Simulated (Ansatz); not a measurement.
Amorphous Hf₁₈O₃₆Cu, 55 atoms at 9.01 g/cm³, one PBE-relaxed geometry, zone centre. Methods: PBE, scalar-relativistic without spin-orbit coupling (Ansatz, an electronic-structure program); r2SCAN, scalar-relativistic without spin-orbit coupling (Ansatz); HSE06, scalar-relativistic without spin-orbit coupling (Ansatz). Plane waves to 420 eV (r2SCAN 500 eV); exact exchange is cut at the cell's faces. In the spin-polarised cell the level spacing at the Fermi energy can part levels of unlike spin.

It comes from a melt-quench run on a machine-learned potential (CHGNet), relaxed afterwards by DFT. O atoms were pushed apart under 1.9 Å during the dynamics, to hinder bonds among them. The hot cell started wider than the set density and was brought back towards it in steps. It is the lowest in DFT energy of 2 quenches. It is a model cell: composition and starting density were chosen by hand, and all elements were melted together. No dispersion term was used. Its density started from a set value of 9.01 and ended at 9.01 g/cm³. The quench (nominally 450 K/ps over its main leg) was far faster than any real one, so the model tends to hold more defects than a real film. A cell of this size samples the disorder only roughly. The volume was held where the preparation left it and the shape relaxed, at a PBE pressure of 0.4 GPa.

The relaxation ran on the zone centre alone. At PBE the level spacing at the Fermi energy is 0.54 eV on a 2×2×2 Γ-centred mesh, and the spacing at the zone centre alone 0.58 eV.

Question: What zone-centre spacing does r2SCAN give, roughly?

Answer: 0.94 eV (+0.36 eV against PBE).

Question: What zone-centre spacing does HSE06 give, roughly?

Answer: 1.68 eV (+1.11 eV against PBE).

The highest filled and the lowest empty state spread over these numbers of atoms (participation numbers): PBE: 7.2 and 7.7; r2SCAN: 6.7 and 7.3; HSE06: 7.7 and 7.9.
